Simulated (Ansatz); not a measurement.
Ansatz (an electronic-structure program), DFT, PBE, plane waves, its default PAW files: fcc Cu, atoms displaced (Cu32), 32 atoms. Basis and mesh were picked for this test and aren't claimed converged.

```json
{
 "cell": "7.23, 7.23, 7.23 Å; 90, 90, 90°",
 "distance_to_the_nearest_atom": "2.44 to 2.54 Å",
 "task": "single point",
 "k mesh": "3×3×3",
 "hamiltonian.xc": "pbe",
 "kind_of_files": "paw",
 "scf.occupations.method": "fermi_dirac",
 "scf.occupations.width": "0.1 eV",
 "output.forces": "true",
 "memory maximum (--max-ram)": "200GiB",
 "accuracy": "medium (default)",
 "basis.precision": "auto (default)",
 "basis.xc_grid": "2 (default)",
 "scf.eigensolver.kind": "auto (default)",
 "scf.mixing.algorithm": "auto (default)",
 "scf.mixing.preconditioner": "auto (default)",
 "scf.convergence.dr2_threshold": "3.77933e-07 (default)",
 "scf.lower_state_search": "light (default)",
 "k-points after symmetry": "14",
 "bands_at_the_start": "336",
 "electrons": "608",
 "plane waves at Γ": "7249",
 "cutoff (eV)": "420",
 "FFT grid": "50×50×50",
 "symmetry_operations": "1"
}
```

Machine: one whole node, AMD EPYC (Zen 5), 96 cores on 1 socket, no SMT, 12 L3 cache groups.

Wall times, medians of two to five repeats, each run alone on the node (launch to exit). Processes are pinned to neighbouring cores unless said otherwise. Build: release build for x86-64 with AVX-512, one process with threads. Other compilers and libraries give other times. Scratch files lie in a memory file system.

All on 32 threads. Base settings, kept where nothing else is said:  (scf.initial_density.chi_scale, scf.initial_density.normalization, kpoints.initial_grid not set). The candidates, on 32 cores each, agree within 1.0 meV/atom in energy, 10 meV/Å in forces (largest component):
A. kpoints.initial_grid = auto
B. the base settings
C. scf.initial_density.chi_scale = 0.1
D. scf.initial_density.chi_scale = 0, scf.initial_density.normalization = cell

Q: Which of these settings finishes first?

A: B (the base settings), 4.1 s. At the other end A takes 1.4× as long.

```tsv
candidate	wall time	repeats	SCF iterations
B	4.1 s	3 runs within 1 %	6
D	5.4 s	3 runs within 2 %	10
C	5.4 s	3 runs within 1 %	10
A	5.7 s	3 runs within 2 %	18
```

From the slowest to the fastest: The largest move is in band solves (diag): 4.7 s to 3.4 s. In the fastest run the program took: scf.mixing.algorithm MSR1, scf.mixing.preconditioner Kerker, scf.eigensolver.kind band_cg, --slots 14, --kpoint-pools 1.

Keys are those of Ansatz 0.2.
